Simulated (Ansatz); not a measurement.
Start from MgO in the rock salt structure (space group Fm-3m, No. 225; a = 4.2141 Å).

Levels (all Ansatz, a quantum-chemistry and plane-wave program, PAW): PBEsol (420 eV, no SOC); r2SCAN (500 eV, no spin-orbit coupling); HSE06 (420 eV, scalar-relativistic without spin-orbit coupling).

One geometry, relaxed with PBEsol, under each level:

Notes on the quantities. hole mass: degenerate bands, along [100].

```json
[
 {"level": "PBEsol", "band gap": "4.62 eV", "lowest conduction level above the VBM at special points": "Γ 4.62 eV; L 7.74 eV; X 8.95 eV; K 9.94 eV", "electron mass": "0.34 mₑ (at Γ)", "hole mass": "0.38, 2.1, 2.1 mₑ (at Γ)", "pressure": "0.00 GPa"},
 {"level": "r2SCAN", "band gap": "5.61 eV", "lowest conduction level above the VBM at special points": "Γ 5.61 eV; L 8.82 eV; X 10.04 eV; K 11.07 eV", "electron mass": "0.31 mₑ (at Γ)", "hole mass": "0.44, 2.5, 2.5 mₑ (at Γ)", "pressure": "-1.13 GPa"},
 {"level": "HSE06", "band gap": "6.47 eV", "lowest conduction level above the VBM at special points": "Γ 6.47 eV; L 9.69 eV; X 10.87 eV", "electron mass": "–", "hole mass": "–", "pressure": "–"}
]
```

Single points use the geometry relaxed with PBEsol. Their cutoffs differ, which shifts pressures a little. Masses are band curvatures over ±0.01 Å⁻¹ around the edge. No phonon test of stability was made. The base started in P3_121 and relaxed to Fm-3m at this level.
